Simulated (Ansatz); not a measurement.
**Thermal expansion of Mg2Si (Fm-3m, relaxed from the fluorite type)**

Method: the quasi-harmonic free energy, PBEsol density-functional theory in Ansatz (plane waves, PAW); phonon mesh 5×5×5, k mesh 10×10×10. The run noted for some of its cells that some bands missed the eigensolver's tolerance. At this level the gap is small or closed, and a narrow smearing was used. Dynamical quadrupoles are not included in the interpolation of the phonons between the solved wave vectors. The pressure is 15 GPa. The structure is held there; whether it is the stable one at that pressure was not tested.

```tsv
T (K)	α_L (10⁻⁶/K)	C_P (J/mol/K)	bulk modulus B_T (GPa)	γ
100	2.2	25.6	109	0.89
200	5.3	53.3	108	1.03
300	6.6	64.2	107	1.07
400	7.2	69.0	107	1.08
500	7.6	71.6	106	1.09
600	7.8	73.2	105	1.09
700	7.9	74.3	104	1.09
800	8.1	75.1	103	1.10
900	8.2	75.8	102	1.10
1000	8.3	76.5	101	1.10
```

```yaml
conventional lattice constants at 300 K: a = 5.963 Å
entropy at 300 K: 63.6 J/(mol K)
adiabatic bulk modulus at 300 K: 108 GPa
bulk_modulus_without_vibrations: 110 GPa
zero_point_volume_expansion: 0.53 %
```

Values include zero-point motion; explicit anharmonicity at fixed volume is left out.

The crystal is held in this phase throughout; melting and phase transitions are not modelled.

The PAW data sets were generated under PBE and serve the other functionals too.

Ansatz is an electronic-structure program.
